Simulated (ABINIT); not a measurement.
Band structure of Al2Au (Fm-3m, 3 atoms in the cell).

```yaml
crystal:
  lattice:
    - [0.00000, 3.02966, 3.02966]
    - [3.02966, 0.00000, 3.02966]
    - [3.02966, 3.02966, 0.00000]
  atoms:
    - { symbol: Al, position: [0.25000, 0.25000, 0.25000] }
    - { symbol: Al, position: [0.75000, 0.75000, 0.75000] }
    - { symbol: Au, position: [0.00000, 0.00000, 0.00000] }
```

Level of theory: PBE, PAW (JTH v2.0 PBE PAW) (plane waves; ABINIT).

Settings: pseudos = [Al.GGA_PBE-JTH.xml, Au.GGA_PBE-JTH.xml]; ecut = 52 Ry; pawecutdg = 104 Ry; pawxcdev = 0; ixc = 11; occopt = 3; tsmear = 0.00367493 Ha; ngkpt = 6 6 6; nshiftk = 1; shiftk = 0 0 0; potentials = JTH v2.0 PBE PAW; kptopt = 1; nstep = 50.

The starting cell comes from a database of computed structures (which also holds hypothetical and non-ambient phases and stackings), without a prior relaxation at this level. Its lattice was rescaled by a random factor within 2.5 % of one. Spin-orbit coupling is off.

Levels in eV from the Fermi level, bands 6 to 13:
```csv
point,6,7,8,9,10,11,12,13
Γ,-5.46,2.12,3.00,3.00,3.00,3.82,3.82,3.82
X,-5.18,-4.87,-1.99,-1.99,1.14,2.13,7.76,9.60
W,-5.05,-3.92,-3.92,-2.09,4.07,4.07,5.19,5.34
K,-5.37,-4.49,-3.29,-1.27,1.79,4.36,6.03,7.58
L,-5.35,-5.29,0.43,0.43,3.31,3.41,3.76,3.76
U,-5.37,-4.49,-3.29,-1.27,1.79,4.36,6.03,7.58
```

Bands cross the Fermi level along this path, so the cell is metallic at this level.
